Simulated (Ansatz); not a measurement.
Ansatz (a first-principles code) is run on IrS₂ (Pnnm, 6 atoms in the cell), and the run fails. The aim is a self-consistent single point with DFT, PBEsol, plane waves, default PAW files made with PBE.

Cell that was meant: a = 4.6717 Å, b = 5.7018 Å, c = 3.5594 Å, α = 90.00°, β = 90.00°, γ = 90.00°.

Part of the input:

Ansatz 0.2 input:
```yaml
  pseudopotentials: { kind: paw }
scf:
  occupations: { method: methfessel_paxton, width: 0.272 eV }
  max_iter: 3
output:
  forces: true
  eigenvalues: true
```

Output (repeated stretches shortened):

```
SCF iter   1: F=—  HF=-27139.713850 eV  |F-HF|=—  |Δ(HF+E_count)|=         —  Δρ=8.99e-3  dr2=3.92e-2  ethr=1.77e-3  ⟨swp⟩=4.8  Hψ=12038  notcnv=0
all-band conjugate gradients solve this SCF's bands
preconditioner: auto → Kerker (q_TF=auto, 2.514 Å⁻¹)
SCF iter   2: F=—  HF=-27139.706700 eV  |F-HF|=—  |Δ(HF+E_count)|=   7.15e-3  S|Δr|=    0.00e0  Δρ=4.60e-3  dr2=1.15e-2  ethr=6.76e-5  ⟨swp⟩=3.2  Hψ=6600  notcnv=0
SCF iter   3: F=—  HF=-27139.704584 eV  |F-HF|=—  |Δ(HF+E_count)|=   2.12e-3  S|Δr|=    0.00e0  Δρ=5.85e-4  dr2=4.02e-4  ethr=1.98e-5  ⟨swp⟩=3.2  Hψ=6745  notcnv=0
Error: did not converge after 3 iterations: dr2 = 4.02e-4 (threshold 1.00e-7), under the density mixer `msr1`, which `scf.mixing.algorithm: auto` chose by the deck's other keys (type `scf.mixing.algorithm: msr1` to keep it); raise `scf.max_iter`, which need not help a stalled SCF, or adjust the mixing (`scf.mixing`) or, under a smearing, its width (`scf.occupations.width`, in either direction: another width is another result); this SCF holds its density and magnetisation to the symmetry operations that it keeps, and cannot end on a state that breaks one of them: if the state sought breaks one, re-run with `crystal.symmetry.detect: false`, without `crystal.symmetry.time_reversal: [...]
```

Diagnose the run.

The fault is an iteration limit that is too low. The loop is cut before its threshold is met, so whatever is printed at the end is not self-consistent. To fix it, raise the limit, or leave it to the default. The run ended unconverged after 3 iterations.

An input that runs soundly differs in these lines (not the only fix; some lines may just follow from the change or write a value another way):
```diff
-  max_iter: 3
```

With that input, the run converged in 7 iterations: free energy E − TS (on the zero of these files) -27139.7046 eV; Fermi level (on the code's own zero) 14.69 eV; pressure 1.87 GPa; largest force (vector length) 1.190 eV/Å (DFT, PBEsol, plane waves, default PAW files made with PBE).

On the sound input: the starting cell was generated: these elements placed on a structure prototype, without a prior relaxation; it need not be a known phase or ordering of this composition. Spin polarisation is off. Forces in this geometry exceed 1 eV/Å. Ansatz's pressure includes its estimate of the finite-basis (Pulay) stress.
